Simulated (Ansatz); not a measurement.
Structures of equal composition on the (100) surface of rock-salt TiN: Ru on all Ti sites of the second plane; Ru on all Ti sites of the top plane. The slabs share one bottom face, and each structure is named by its start. These are constructed structures in small cells; real faces may alloy, dewet or reconstruct in larger ones, and not all known structures of the face are among them. Slabs of about 13 Å, Fermi-Dirac smearing of 0.1 eV. Bottom of the slabs: a bare face, its two planes held. Relaxed from the named starts with such symmetry as they have, on meshes of like density; energies extrapolated to zero smearing; spin only where a row says so; no spin-orbit coupling, no U. Brackets mark spin-polarised runs, whose order is one that fits the cell.

These are PBE (plane waves to 420 eV, PAW; Ansatz, a first-principles code) values and carry that method's errors.

Problem. Put the candidates in order of energy per 1x1 cell, lowest first, for PBE.

Solution. Ru on all Ti sites of the second plane (0.000 eV), Ru on all Ti sites of the top plane (0.522 eV)
